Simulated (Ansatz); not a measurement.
The parent structure is AlN in the zinc blende structure (space group F-43m, No. 216; a = 4.342 Å). Axes: x, y, z lie along the cube axes.

Calculations: plane-wave PAW DFT at the LDA level (Ansatz, a first-principles code, 420 eV), no spin-orbit coupling.

Perturbation: an isotropic linear strain of +3.00 %; the atoms relax in the strained cell.

Predict the stress tensor and what it implies for the stiffness.

Stress of the strained cell less that of the base (GPa, compression positive):
```
 -15.68    0.00    0.00
   0.00  -15.68    0.00
   0.00    0.00  -15.68
```

Then B = −ΔP/(ΔV/V₀) with ΔV/V₀ = 0.0927 gives secant stiffness values (nonlinear terms included at this strain): B ≈ 169 GPa.

As a check, the harmonic strain energy −½ V₀ Δσ:ε is 45 meV/atom; the computed energy rise is 50 meV/atom.

Whether these cells are dynamically stable was not tested. This is not the structure that AlN has at room temperature and ambient pressure.
